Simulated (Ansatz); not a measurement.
## Short convergence ladders for KHgF3 (Cmm2, 5 atoms in the cell)

```xyz
5
Lattice="3.1924 -3.1985 0.0000 3.1924 3.1985 0.0000 0.0000 0.0000 4.5108" Properties=species:S:1:pos:R:3 pbc="T T T"
K      0.0000     0.0000     2.3054
Hg     3.1924     0.0000     0.0000
F      1.5962     1.5992     0.0000
F      1.5962    -1.5992     0.0000
F      3.1924     0.0000     2.2554
```

Base method: LDA (PW92), default PAW files made with PBE (plane waves; Ansatz, a quantum-chemistry and plane-wave program).

Base settings: basis.ecutwfc = 30.9 Ry; kpoints.mp_grid.grid = 5 5 5; hamiltonian.xc = lda; hamiltonian.pseudopotentials = {kind: paw} (the program's default PAW files); scf.occupations.method = fixed.

The count of work is k-points × plane waves × bands × iterations; it is no time. Core times come from one kind of shared machine, to one figure; runs under 30 s give none.

**The cutoff for other potential files**

Level: DFT, LDA (PW92), plane waves, harder PAW files (source: ansatz) made with PBE.

In this ladder: hamiltonian.pseudopotentials = {kind: paw, source: ansatz}.

The second cell is the first with its lattice scaled by 0.98.

The mesh stays at the base's, so the ladder's end is converged at best in this setting alone.

The first pressure column holds Ansatz's estimate of the finite-basis (Pulay) stress, which hides part of the cutoff error; the other is without it.

Only quantities that move along the ladder and can be compared are tabulated.

```tsv
basis.ecutwfc	free energy less the last step's (meV/atom)	energy of the compressed cell less the first (meV/atom)	pressure (GPa)	pressure without the Pulay estimate (GPa)	gap on the mesh (eV)	count of work / last	core time / last (rough)
34.5 Ry	2110.76	-17.70	-4.29	-74.02	0.459	0.10	–
42.6 Ry	530.11	-9.98	-2.99	-26.29	0.511	0.15	–
54 Ry	62.81	-10.02	-3.22	-7.18	0.537	0.21	–
65.4 Ry	5.04	-10.07	-3.23	-3.69	0.540	0.27	–
77.2 Ry	0.35	-10.05	-3.22	-3.25	0.540	0.36	–
92.6 Ry	0.21	-10.05	-3.22	-3.23	0.540	0.47	0.5
115.8 Ry	0.11	-10.05	-3.22	-3.23	0.540	0.66	0.6
154.3 Ry	0.00	-10.05	-3.22	-3.22	0.540	1.0	1
```

Coarsest basis.ecutwfc that holds the pressure without the Pulay estimate within 1 GPa of the last step, with all finer ones: 65.4 Ry, at 0.27 of the last step's count of work; the step before is off by 4.0 GPa.

Coarsest basis.ecutwfc that holds the gap on the mesh within 0.05 eV of the last step, with all finer ones: 42.6 Ry, at 0.15 of the last step's count of work; the step before is off by 0.081 eV.

Coarsest basis.ecutwfc that holds the pressure within 0.1 GPa of the last step, with all finer ones: 54 Ry, at 0.21 of the last step's count of work; the step before is off by 0.23 GPa.

The energy difference between the two cells stays within 1 meV/atom of the last step's from 42.6 Ry on, the total only from 77.2 Ry on: much of the error is common to both cells and cancels.

At the lowest cutoff the pressure without the Pulay estimate lies 70.8 GPa under the last step's, the usual sign of Pulay stress in an incomplete plane-wave basis.

**The density cutoff**

The second cell is the first with its lattice scaled by 0.98.

The mesh stays at the base's, so the ladder's end is converged at best in this setting alone.

Only quantities that move along the ladder and can be compared are tabulated.

```csv
basis.ecutrho_ratio,free energy less the last step's (meV/atom),energy of the compressed cell less the first (meV/atom),pressure (GPa)
2,-3.07,-8.48,-2.80
3,0.13,-10.03,-3.24
4,0.00,-10.02,-3.23
5,0.00,-10.02,-3.23
6,0.00,-10.02,-3.23
8,0.00,-10.02,-3.23
10,0.00,-10.02,-3.23
12,0.00,-10.02,-3.23
16,0.00,-10.02,-3.23
```

Coarsest basis.ecutrho_ratio that holds the free energy within 1 meV/atom of the last step, with all finer ones: 3; the step before is off by 3.1 meV/atom.

Coarsest basis.ecutrho_ratio that holds the pressure within 0.05 GPa of the last step, with all finer ones: 3; the step before is off by 0.43 GPa.

Coarsest basis.ecutrho_ratio that holds the energy of the compressed cell less the first within 1 meV/atom of the last step, with all finer ones: 3; the step before is off by 1.5 meV/atom.

**The relaxed cell against the cutoff**

On KHgF3 (Cmmm, 5 atoms in the cell): atoms on their sites.

In this ladder: relax = cell and atoms.

The mesh stays at the base's, so the ladder's end is converged at best in this setting alone.

Only quantities that move along the ladder and can be compared are tabulated.

```csv
basis.ecutwfc,relaxed volume (Å³/atom),relaxation steps
15.4 Ry,16.445,50
21.7 Ry,17.417,19
26.1 Ry,17.422,11
30.9 Ry,17.460,7
37.1 Ry,17.459,4
46.3 Ry,17.458,4
61.7 Ry,17.459,4
```

Coarsest basis.ecutwfc that holds the relaxed volume within 0.017 Å³/atom of the last step, with all finer ones: 30.9 Ry; the step before is off by 0.037 Å³/atom.

At the lowest cutoff the cell relaxes to a volume 5.8 % smaller than at the highest. Ansatz relaxes on a stress corrected for the finite basis.

On the base run: the starting cell comes from a database of computed structures (which also holds hypothetical and non-ambient phases and stackings), without a prior relaxation at this level. Its lattice was rescaled by up to half a per cent. One atom was moved a little off its site on purpose. Spin-orbit coupling is off.

Left out of this page: 1 run of the series failed or unconverged.

Keys are those of Ansatz 0.2.
